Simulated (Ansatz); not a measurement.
Consider ZnAu in the CsCl type structure (space group Pm-3m, No. 221; relaxed with 0.1 eV smearing).

```xyz
2
Lattice="3.1868 0.0000 0.0000 0.0000 3.1868 0.0000 0.0000 0.0000 3.1868" Properties=species:S:1:pos:R:3 pbc="T T T"
Zn     1.5934     1.5934     1.5934
Au     0.0000     0.0000     0.0000
```

Computed with Kohn–Sham DFT with the PBE functional, run in Ansatz (a first-principles code) with PAW and 420 eV plane waves, no spin-orbit coupling.

Strains are applied to the cell and any free atomic positions relax.

One change was made to it. Results:

The pressure goes from zero to 10.9 GPa; the energy rises by 37 meV/atom.

Problem. Name the change that was made.
A) isotropic strain −0.50 %
B) isotropic strain −2.50 %
C) isotropic strain −2.00 %

Solution. B, isotropic strain −2.50 %. For comparison, the energy relative to the base in the other runs: isotropic strain −0.50 % gives +1.3 meV/atom; isotropic strain −2.00 % gives +23 meV/atom.

Stability against distortions was not tested.
